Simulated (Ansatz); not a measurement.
System: O vacancy in corundum (charge state +2). All values below come from PBE, PAW (plane waves to 420 eV; Ansatz, a first-principles code).

Settings: 120 host sites, the relaxed PBE lattice, the Γ point alone, smearing 0.01 eV, spin-restricted, no image-charge correction. Energies are static. The charge state is imposed; whether it is stable for some Fermi level was not computed. Forms of the defect that were not tried may lie lower.

Barriers: single points on a 2×2×2 k-point mesh shifted by half a step along c at the bands' geometries.

Relaxed starting cell (atoms counted from 1):

```xyz
119
Lattice="9.6175 0.0000 0.0000 -4.8088 8.3290 0.0000 0.0000 0.0000 13.1251" Properties=species:S:1:pos:R:3 pbc="T T T"
Al    -0.0132    -0.0003     4.6301
Al    -2.4222     4.0685     4.6414
Al     4.9407    -0.0247     4.7514
Al     2.3863     4.1582     4.6284
Al     2.2554     1.6020     2.2711
Al    -0.0441     5.5712     2.4463
Al     7.2350     1.4023     2.4271
Al     4.8103     5.5412     2.4197
Al     0.0015     2.7857     4.1472
Al    -2.5534     6.7249     4.2955
Al     4.7645     2.7558     4.1209
Al     2.4261     6.9247     4.1397
Al     2.3967     1.3726     6.3132
Al    -0.0020     5.5330     6.3195
Al     7.2418     1.3862     6.3574
Al     4.7787     5.5164     6.3479
O      0.9154     4.1835     3.2759
O      8.1426    -0.0010     3.2835
O      5.7241     4.1434     3.2909
O      0.7543     1.2833     3.2744
O     -1.7038     5.4472     3.3008
O      5.4480     1.2130     3.2704
O      3.1318     5.4449     3.2723
O      1.4682     2.7668     5.4640
O     -0.9621     6.9494     5.4094
O      6.2521     2.7122     5.4655
O      3.8936     6.9151     5.4653
O     -0.7466     4.0394     5.4695
O     -3.1216     8.1801     5.4147
O      4.0565     4.0129     5.4669
O      1.7384     8.2033     5.4940
O     -0.7291     1.4942     5.4693
O     -3.1600     5.5684     5.5332
O      4.0277     1.4275     5.3945
O      1.6567     5.6731     5.4510
O     -1.6770     2.8818     3.2947
O     -4.0546     7.0436     3.2924
O      3.1051     2.8794     3.2664
O      0.6399     7.1137     3.2967
Al     2.4091     1.3842     9.0002
Al     0.0047     5.5501     9.0041
Al     7.2165     1.3842     9.0162
Al     4.8102     5.5447     9.0201
Al     0.0091     2.7682     6.8237
Al    -2.4091     6.9335     6.8961
Al     4.8141     2.7683     6.8312
Al     2.4173     6.9297     6.8366
Al     0.0013    -0.0038     8.5132
Al    -2.4040     4.1547     8.5146
Al     4.8134    -0.0051     8.5129
Al     2.4051     4.1503     8.5030
Al     0.0015     2.7821    10.6718
Al    -2.3995     6.9428    10.6918
Al     4.8134     2.7767    10.6879
Al     2.4079     6.9427    10.6758
O      0.9390     1.3673     7.6413
O     -1.4661     5.5472     7.6538
O      5.7360     1.3721     7.6475
O      3.3347     5.5374     7.6562
O      3.1435     2.6439     7.6425
O      0.7271     6.8280     7.6344
O      7.9504     2.6580     7.6572
O      5.5395     6.8209     7.6615
O      1.4784    -0.0011     9.8460
O     -0.9345     4.1675     9.8422
O      6.2808    -0.0011     9.8460
O      3.8742     4.1594     9.8498
O     -0.7304     1.2766     9.8439
O     -3.1372     5.4400     9.8535
O      4.0751     1.2735     9.8481
O      1.6713     5.4427     9.8398
O      1.6714     2.8868     9.8385
O     -0.7336     7.0533     9.8440
O      6.4800     2.8841     9.8523
O      4.0784     7.0503     9.8480
O      3.1461     0.1055     7.6501
O      0.7398     4.2734     7.6506
O      7.9553     0.1057     7.6694
O      5.5389     4.2621     7.6723
Al    -0.0299     2.8105     0.2191
Al    -2.4122     6.9544     0.2537
Al     4.8067     2.7939     0.2475
Al     2.4329     6.9407     0.2096
Al     0.0014     0.0017    11.1788
Al    -2.4037     4.1766    11.1891
Al     4.8135     0.0030    11.1794
Al     2.4048     4.1722    11.1775
Al     2.3997     1.3933    12.7959
Al     0.0054     5.5584    12.8606
Al     7.2261     1.3972    12.8553
Al     4.8178     5.5587    12.8682
Al    -0.0134    -0.0018     1.9367
Al    -2.4224     4.1688     1.9384
Al     4.9406     0.0226     1.8156
Al     2.3865     4.2584     1.9252
O     -1.4740     2.7896    12.0358
O     -3.8698     6.9595    12.0506
O      3.3426     2.7798    12.0382
O      0.9270     6.9548    12.0447
O      0.7302     4.0646    12.0197
O     -1.6627     8.2214    12.0419
O      5.5486     4.0535    12.0413
O      3.1466     8.2211    12.0226
O      3.8466     1.3776     1.1575
O      1.4432     5.6148     1.1013
O      8.7024     1.4117     1.1015
O      6.2769     5.5602     1.1029
O      1.6488     2.7588     1.0339
O     -0.7816     6.8998     1.1734
O      6.4654     2.6538     1.1161
O      4.0794     6.8326     1.0978
O      1.6870     0.1470     1.1520
O     -0.7522     4.3142     1.1001
O      6.5470     0.1236     1.0731
O      4.0621     4.2876     1.0974
O      0.7307     1.5060    12.0305
O     -1.6653     5.6831    12.0496
O      5.5359     1.4988    12.0576
O      3.1416     5.6689    12.0348
```
Cell charge +2.

End state 1 differs by these moves (Å; atoms that move under 0.08 Å are left out):

| atom | element | Δx | Δy | Δz |
|---|---|---|---|---|
| 2 | Al | 0.03 | 0.11 | -0.01 |
| 3 | Al | -0.22 | -0.08 | 0.00 |
| 4 | Al | -0.05 | 0.07 | 0.01 |
| 5 | Al | 0.19 | -0.19 | 0.17 |
| 7 | Al | 0.24 | 0.01 | -0.16 |
| 10 | Al | 0.13 | 0.20 | -0.16 |
| 11 | Al | -0.06 | 0.26 | 0.17 |
| 16 | Al | 0.02 | 0.08 | 0.00 |
| 22 | O | -2.01 | -1.16 | 0.03 |
| 25 | O | -0.01 | -0.06 | 0.08 |
| 26 | O | -0.01 | 0.07 | -0.05 |
| 30 | O | -0.05 | 0.10 | 0.07 |
| 31 | O | -0.11 | 0.09 | -0.10 |
| 33 | O | -0.01 | 0.10 | -0.07 |
| 34 | O | 0.07 | 0.10 | 0.01 |
| 38 | O | 0.06 | 0.04 | 0.03 |
| 39 | O | 0.09 | 0.05 | -0.03 |
| 80 | Al | 0.08 | -0.03 | 0.00 |
| 92 | Al | 0.11 | -0.03 | -0.01 |
| 94 | Al | -0.17 | -0.15 | 0.00 |
| 95 | Al | 0.03 | -0.08 | 0.01 |
| 104 | O | 0.12 | 0.01 | 0.01 |
| 106 | O | 0.08 | -0.05 | -0.07 |
| 108 | O | 0.06 | -0.10 | 0.07 |
| 109 | O | 0.02 | -0.14 | -0.10 |
| 112 | O | 0.05 | -0.04 | -0.05 |
| 114 | O | -0.06 | 0.02 | 0.08 |

**Question.** Predict the forward and backward barriers to end state 1 from PBE, PAW.

**Answer.** forward 0.89 eV, backward 0.89 eV; at the saddle point atom 22 has neighbours 2 Al at 1.82, 2 Al at 2.16 Å. The saddle point's order was not checked, and it lies on a symmetry element of the cell, where a band can be held.

End state 2 differs by these moves (Å; atoms that move under 0.08 Å are left out):

| atom | element | Δx | Δy | Δz |
|---|---|---|---|---|
| 1 | Al | -0.25 | 0.02 | -0.17 |
| 3 | Al | -0.18 | 0.05 | -0.12 |
| 5 | Al | 0.13 | -0.21 | 0.17 |
| 6 | Al | 0.05 | -0.04 | -0.05 |
| 10 | Al | 0.19 | 0.09 | -0.29 |
| 12 | Al | -0.12 | -0.02 | -0.03 |
| 13 | Al | 0.11 | 0.25 | 0.17 |
| 16 | Al | 0.02 | 0.08 | -0.04 |
| 18 | O | -0.10 | -0.03 | -0.06 |
| 20 | O | -0.04 | -0.04 | 0.06 |
| 21 | O | 0.05 | -0.07 | -0.04 |
| 25 | O | -0.08 | 0.05 | 0.07 |
| 26 | O | 0.02 | 0.08 | 0.02 |
| 29 | O | 1.56 | 0.15 | -2.06 |
| 31 | O | -0.10 | 0.02 | -0.03 |
| 33 | O | 0.02 | 0.21 | -0.08 |
| 34 | O | 0.01 | 0.10 | 0.09 |
| 40 | Al | -0.01 | 0.01 | 0.08 |
| 45 | Al | 0.09 | -0.09 | 0.04 |
| 46 | Al | 0.06 | 0.07 | 0.00 |
| 60 | O | 0.07 | 0.08 | 0.08 |
| 63 | O | 0.04 | 0.08 | -0.08 |
| 79 | O | 0.04 | 0.07 | -0.02 |
| 88 | Al | 0.00 | -0.01 | 0.08 |
| 94 | Al | -0.14 | -0.03 | 0.11 |
| 95 | Al | 0.01 | -0.10 | 0.00 |
| 108 | O | 0.00 | -0.11 | 0.08 |
| 109 | O | 0.02 | -0.07 | -0.07 |
| 114 | O | -0.09 | -0.01 | 0.01 |

**Question.** What is the computed forward and backward barriers to end state 2 (PBE, PAW)?

**Answer.** forward 1.79 eV, backward 1.79 eV; at the saddle point atom 29 has neighbours Al at 1.78, Al at 2.13 Å. The saddle point's order was not checked.

End state 3 differs by these moves (Å; atoms that move under 0.08 Å are left out):

```tsv
atom	element	Δx	Δy	Δz
2	Al	0.06	0.12	-0.01
3	Al	0.02	0.24	-0.29
5	Al	0.15	-0.19	0.16
10	Al	0.02	0.24	-0.29
11	Al	0.06	0.12	-0.01
14	Al	0.15	-0.19	0.16
19	O	0.04	0.09	0.00
21	O	0.08	0.07	0.06
22	O	0.11	0.16	-0.05
25	O	-0.48	1.37	-2.06
26	O	0.04	0.09	0.00
29	O	0.08	-0.02	0.04
31	O	-0.09	0.03	-0.03
33	O	0.11	0.16	-0.05
34	O	0.08	0.07	0.06
37	O	-0.09	0.03	-0.03
39	O	0.08	-0.02	0.04
41	Al	0.00	0.00	0.08
44	Al	0.01	-0.08	0.01
45	Al	-0.13	-0.01	0.04
76	O	0.04	-0.06	-0.07
77	O	0.01	-0.09	0.07
88	Al	0.00	0.00	0.08
94	Al	-0.13	-0.01	0.04
95	Al	0.01	-0.08	0.01
108	O	0.01	-0.09	0.07
109	O	0.04	-0.06	-0.07
```

**Question.** What forward and backward barriers to end state 3 does PBE, PAW give?

**Answer.** forward 1.73 eV, backward 1.73 eV; at the saddle point atom 25 has neighbours 2 Al at 1.68 Å. The saddle point's order was not checked, and it lies on a symmetry element of the cell, where a band can be held.

End state 4 differs by these moves (Å; atoms that move under 0.08 Å are left out):

| atom | element | Δx | Δy | Δz |
|---|---|---|---|---|
| 2 | Al | 0.11 | 0.13 | 0.00 |
| 3 | Al | -0.12 | 0.01 | -0.12 |
| 4 | Al | -0.02 | 0.13 | 0.12 |
| 5 | Al | 0.04 | -0.45 | 0.00 |
| 10 | Al | 0.14 | 0.21 | -0.15 |
| 11 | Al | 0.31 | 0.00 | 0.17 |
| 17 | O | 0.12 | -0.07 | -0.01 |
| 22 | O | 0.10 | 0.08 | 0.02 |
| 23 | O | 0.01 | -0.12 | 0.02 |
| 24 | O | 0.09 | 0.01 | -0.07 |
| 26 | O | 0.12 | 0.10 | 0.07 |
| 28 | O | 0.08 | 0.02 | 0.00 |
| 33 | O | 0.04 | 0.09 | -0.06 |
| 34 | O | 0.07 | 0.11 | 0.02 |
| 38 | O | 0.22 | -2.87 | 0.01 |
| 39 | O | 0.10 | -0.06 | -0.01 |
| 92 | Al | -0.06 | -0.06 | -0.01 |
| 94 | Al | -0.12 | -0.03 | 0.12 |
| 95 | Al | -0.07 | 0.01 | -0.11 |
| 108 | O | 0.05 | -0.12 | 0.12 |
| 109 | O | 0.02 | -0.07 | -0.07 |
| 112 | O | -0.09 | -0.10 | -0.12 |
| 114 | O | -0.08 | -0.01 | 0.02 |
| 115 | O | -0.03 | -0.09 | 0.08 |

**Question.** What forward and backward barriers to end state 4 does PBE, PAW give?

**Answer.** forward 2.64 eV, backward 2.64 eV; at the saddle point atom 38 has neighbours Al at 1.71, Al at 2.06 Å. The saddle point's order was not checked.
